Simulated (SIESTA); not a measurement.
Input and output of a self-consistent single point for TlIO3 (R3m, 5 atoms in the cell) (SIESTA).

Computed with SIESTA 5.4.2 with GGA PBEsol, numerical atomic orbitals DZP, PseudoDojo PBEsol standard norm-conserving potentials (rewritten from UPF to PSML).

```xyz
5
Lattice="3.1602 1.8246 2.6634 -3.1602 1.8246 2.6634 0.0000 -3.6491 2.6634" Properties=species:S:1:pos:R:3 pbc="T T T"
Tl     0.0000     0.0000     0.1199
I      0.0000     0.0000     4.0100
O      1.3949     0.8053     4.8662
O     -1.3949     0.8053     4.8662
O      0.0000    -1.6107     4.8662
```

Reference input (self-consistent single point, DFT, GGA PBEsol, numerical atomic orbitals DZP, PseudoDojo PBEsol standard norm-conserving potentials (rewritten from UPF to PSML)): XC.functional = GGA; XC.authors = PBEsol; potentials = PseudoDojo PBEsol standard; PAO.BasisSize = DZP; PAO.EnergyShift = 0.005 Ry; MeshCutoff = 400 Ry; kgrid.MonkhorstPack = 3 3 3; OccupationFunction = FD; ElectronicTemperature = 0.02 eV; MaxSCFIterations = 150; SCF.Mixer.Method = Pulay; SCF.Mixer.Weight = 0.1. This run's input differs from it in these lines:

```diff
@@ -37,3 +37,3 @@
 OccupationFunction           FD
-ElectronicTemperature        0.02 eV
+ElectronicTemperature        1.0 eV
```

Output (repeated stretches shortened):

```
        iscf     Eharris(eV)        E_KS(eV)     FreeEng(eV)     dDmax    Ef(eV) dHmax(eV)
   scf:    1    -3305.237004    -3332.804599    -3335.441846  1.426629 -4.587493  8.431582
   scf:    2    -3340.409523    -3336.887657    -3339.888848  0.066851 -4.389904  5.495370
   scf:    3    -3340.454151    -3340.068851    -3344.070282  0.129634 -3.938585  1.636880
   scf:    4    -3340.039498    -3340.167893    -3343.968515  0.078600 -4.290922  1.505632
   scf:    5    -3339.894205    -3340.127761    -3344.220901  0.035822 -4.167123  0.384593
   [... 5 lines left out ...]
   scf:   11    -3340.103404    -3340.103430    -3344.227266  0.000149 -4.187714  0.002831
   scf:   12    -3340.104945    -3340.104188    -3344.227267  0.000097 -4.187900  0.000470
   scf:   13    -3340.104018    -3340.104103    -3344.227268  0.000014 -4.187863  0.000132
   scf:   14    -3340.104075    -3340.104089    -3344.227268  0.000004 -4.187840  0.000013
SCF Convergence by DM+H criterion
max |DM_out - DM_in|         :     0.0000041040
max |H_out - H_in|      (eV) :     0.0000125837
SCF cycle converged after 14 iterations

Using DM_out to compute the final energy and forces

siesta: E_KS(eV) =            -3340.1041

siesta: E_KS - E_eggbox =     -3340.1041

siesta: Atomic forces (eV/Ang):
     1    0.000000   -0.000000    0.027423
     2    0.000000   -0.000009   -4.812212
     3    2.507525    1.447720    1.595420
     4   -2.507525    1.447720    1.595420
     5    0.000000   -2.895432    1.595416
   Tot   -0.000000   -0.000000    0.001467
   Max    4.812212
   Res    1.931233    sqrt( Sum f_i^2 / 3N )
   Max    4.812212    constrained

Stress tensor Voigt[x,y,z,yz,xz,xy] (kbar):     -111.65     -111.65      -71.16       -0.00        0.00        0.00
   [... lines left out ...]
siesta: FreeEng =     -3344.227268
siesta: Cell volume =         92.144403 Ang**3
siesta:          98.14956079         -6.07696014  kBar
   [... lines left out ...]
   5  6.456   1.841  -0.004   1.294   1.666   1.789   0.063  -0.096  -0.134
              0.006   0.013   0.005   0.004   0.009

mulliken: Qtot =       38.000

Mulliken Atomic Populations:
Atom #   charge [q] valence [e]  Species
     1    -0.072884   13.072884  Tl
     2     1.440313    5.559687  I
     3    -0.455810    6.455810  O
     4    -0.455810    6.455810  O
     5    -0.455809    6.455809  O
 Total    -0.000000
```

The run converged in 14 iterations. Against the reference run the free energy goes down by 234 meV/atom, the pressure goes from 4.29 to 9.81 GPa, the largest force goes from 2.446 to 4.812 eV/Å and the gap on the mesh goes from 3.730 to 3.903 eV.

The starting cell comes from a database of computed structures (which also holds hypothetical and non-ambient phases and stackings), without a prior relaxation at this level. Its lattice was rescaled by up to half a per cent. One atom was moved a little off its site on purpose. Spin-orbit coupling is off. Values carry the incompleteness of an atom-centred basis. With a pressure of about 10 GPa the cell is away from its equilibrium volume at this level. Forces in this geometry exceed 1 eV/Å.

Cost on one core of a shared machine: roughly 40 s.
